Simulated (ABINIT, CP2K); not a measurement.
An ABINIT input for a self-consistent single point of CdO (Fm-3m, 2 atoms in the cell) (DFT, PBE, plane waves, PAW (JTH v2.0 PBE PAW)):

```
# CdO, JTH v2.0 PBE PAW
pp_dirpath "./"
pseudos "Cd.GGA_PBE-JTH.xml, O.GGA_PBE-JTH.xml"
acell 6.2750011115 6.2750011115 6.2750011115
rprim
         0.0000000000    0.7071067812    0.7071067812
         0.7071067812    0.0000000000    0.7071067812
         0.7071067812    0.7071067812   -0.0000000000
natom 2
ntypat 2
znucl 48 8
typat 1 2
xred
         0.0000000000    0.0000000000    0.0000000000
         0.5000000000    0.5000000000    0.5000000000
ecut 48 Ry
pawecutdg 96 Ry
pawxcdev 0
occopt 7
tsmear 0.1 eV
nband 14
kptopt 1
ngkpt 10 10 10
nshiftk 1
shiftk 0 0 0
nstep 60
tolvrs 1.0e-12
prtwf 0
prtden 0
enunit 1
```

Question: Write the same calculation as an input for CP2K.

Answer: One input that does it (others would too):

```
&GLOBAL
  PROJECT bulk
  RUN_TYPE ENERGY_FORCE
  PRINT_LEVEL MEDIUM
&END GLOBAL
&FORCE_EVAL
  METHOD Quickstep
  STRESS_TENSOR ANALYTICAL
  &DFT
    BASIS_SET_FILE_NAME BASIS_MOLOPT
    POTENTIAL_FILE_NAME GTH_POTENTIALS
    &QS
      METHOD GPW
      EPS_DEFAULT 1E-11
    &END QS
    &MGRID
      CUTOFF 500
      REL_CUTOFF 50
      NGRIDS 5
    &END MGRID
    &SCF
      SCF_GUESS ATOMIC
      EPS_SCF 1E-6
      MAX_SCF 100
      ADDED_MOS 4
      &DIAGONALIZATION
        ALGORITHM STANDARD
      &END DIAGONALIZATION
      &MIXING
        METHOD BROYDEN_MIXING
        ALPHA 0.3
        NBUFFER 12
      &END MIXING
      &SMEAR ON
        METHOD GAUSSIAN
        SIGMA [eV] 0.1
      &END SMEAR
    &END SCF
    &KPOINTS
      SCHEME MONKHORST-PACK 10 10 10
      GAMMA_CENTERED T
    &END KPOINTS
    &XC
      &XC_FUNCTIONAL PBE
      &END XC_FUNCTIONAL
    &END XC
    &PRINT
      &MO
        EIGENVALUES T
        OCCUPATION_NUMBERS T
        NDIGITS 8
        FILENAME mo
        &EACH
          QS_SCF 0
        &END EACH
        ADD_LAST NUMERIC
      &END MO
      &MULLIKEN ON
      &END MULLIKEN
    &END PRINT
  &END DFT
  &SUBSYS
    &CELL
      A 3.32058800 0.00000000 0.00000000
      B 1.66029400 2.87571300 0.00000000
      C 1.66029400 0.95857100 2.71124800
      PERIODIC XYZ
    &END CELL
    &COORD
      SCALED
      Cd       0.00000000     0.00000000     0.00000000
      O        0.50000000     0.50000000     0.50000000
    &END COORD
    &KIND Cd
      BASIS_SET DZVP-MOLOPT-SR-GTH-q12
      POTENTIAL GTH-PBE-q12
    &END KIND
    &KIND O
      BASIS_SET DZVP-MOLOPT-SR-GTH-q6
      POTENTIAL GTH-PBE-q6
    &END KIND
  &END SUBSYS
  &PRINT
    &FORCES ON
    &END FORCES
    &STRESS_TENSOR ON
    &END STRESS_TENSOR
  &END PRINT
&END FORCE_EVAL
```

Basis settings and potentials, where a program has them, do not carry over. This input uses DFT PBE, GPW, DZVP-MOLOPT-SR-GTH basis, GTH-PBE potentials (GTH_POTENTIALS). Both were run: pressure 5.95 GPa in ABINIT and 8.73 in CP2K.

On CP2K: the starting cell comes from a database of computed structures (which also holds hypothetical and non-ambient phases and stackings), without a prior relaxation at this level. Its lattice was rescaled by a random factor within 2.5 % of one. Values carry the incompleteness of an atom-centred basis. With a pressure of about 9 GPa the cell is away from its equilibrium volume at this level. The run gives no clean gap (levels at the Fermi energy touch, overlap or are partly filled at this smearing), which alone does not show that the compound is a metal.

On ABINIT: the starting cell comes from a database of computed structures (which also holds hypothetical and non-ambient phases and stackings), without a prior relaxation at this level. Its lattice was rescaled by a random factor within 2.5 % of one. With a pressure of about 6 GPa the cell is away from its equilibrium volume at this level. The run gives no clean gap (levels at the Fermi energy touch, overlap or are partly filled at this smearing), which alone does not show that the compound is a metal.
